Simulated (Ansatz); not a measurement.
End structure of a constructed model of the (111) surface of fcc Ir, a pseudomorphic layer of Ru in the other hollow (bottom of the slab: a bare face, its two planes held):

```
CELL_PARAMETERS angstrom
      2.73720     0.00000     0.00000
     -1.36860     2.37048     0.00000
      0.00000     0.00000    30.00000
ATOMIC_POSITIONS crystal
  Ir 0.33333 0.66667 0.27145
  Ir 0.66667 0.33333 0.34595
  Ir 0.00000 0.00000 0.41974
  Ir 0.33333 0.66667 0.49453
  Ir 0.66667 0.33333 0.56899
  Ir 0.00000 0.00000 0.64406
  Ru 0.66667 0.33333 0.71484
```

Slab: 7 atoms, 13.7 Å thick at the start with caps and adatoms (thin: gaps and levels are the slab's own); k 16x16x1, smearing 0.1 eV, dipole-corrected; 2 atoms held, the rest relaxed; start symmetry kept, larger cells not searched; no spin, no spin-orbit, no U. In PBE it lies 0.06 eV a 1x1 cell over the lowest computed structure of the same composition (a pseudomorphic layer of Ru in the host's stacking).

Task: What work function of the top face does PBE (Ansatz, a program for electronic structure) give?

Result: 5.20 eV
